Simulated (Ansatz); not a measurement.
A calculation on antifluorite Be2C returned lattice constant a 4.274 Å, formation enthalpy -0.260 eV/atom.

For reference: lattice constant a 4.34 ± 0.002 Å (measured, temperature not stated, not corrected to a static lattice; as tabulated in Freccero, Grin, Wagner, Dalton Trans. (2023), ESI); formation enthalpy -0.314 eV/atom (measured, 298 K, copied from a table, unchecked, no zero-point or thermal correction, our sources range from -0.404 to -0.314; as tabulated in Wang et al. (2021), doi:10.1038/s41598-021-94550-5).

Problem. Which level of theory produced these numbers?
A. PBE-D4 (Ansatz, a first-principles code)
B. PBE (Ansatz)
C. PBE-D3(BJ) (Ansatz)
D. HSE06 (Ansatz)

Solution. C, PBE-D3(BJ) (Ansatz)

The others give: PBE 4.328 Å, -0.233 eV/atom; PBE-D4 4.302 Å, -0.266 eV/atom; HSE06 4.306 Å, -0.299 eV/atom.

Unless a cell is named, each level is at its own relaxed cell (HSE06 6.65, PBE 6.76, PBE-D3(BJ) 6.51, PBE-D4 6.63 Å³/atom).

Caveats: exact exchange on metals is sensitive to the k mesh and can open a false gap (HSE06). Ansatz's density-functional and Hartree–Fock values are scalar-relativistic unless marked +SOC, with PAW data made under PBE.
